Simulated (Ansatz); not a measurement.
We consider quartz-high SiO₂ (high-temperature phase), described by LDA (plane waves, PAW; Ansatz, an electronic-structure program).

Settings: plane-wave cutoff 500 eV, 12×12×6 k mesh (along the axes of the cell as run), gaussian smearing 0.02 eV, scalar-relativistic PAW data made under PBE.

Cell (relaxed at this level):

```xyz
9
Lattice="2.5189 -4.3629 0.0000 2.5189 4.3629 0.0000 0.0000 0.0000 5.5265" Properties=species:S:1:pos:R:3 pbc="T T T"
Si     2.5189     0.0000     1.8422
Si     1.2594    -2.1814     0.0000
Si     1.2594     2.1814     3.6843
O      2.5189     2.5502     4.6054
O      1.5698     0.9063     2.7632
O      3.4680     0.9063     0.9211
O      2.5189    -2.5502     4.6054
O      3.4680    -0.9063     2.7632
O      1.5698    -0.9063     0.9211
```

### Question
Give the computed band gap.

### Answer

* **band gap**: 5.50 eV (on the SCF k mesh)

Note: symmetry holds this phase in the static calculation, where it need not be a minimum; held by symmetry at 0 K, a high-temperature phase can be a saddle point.

Computed values are for the static lattice.
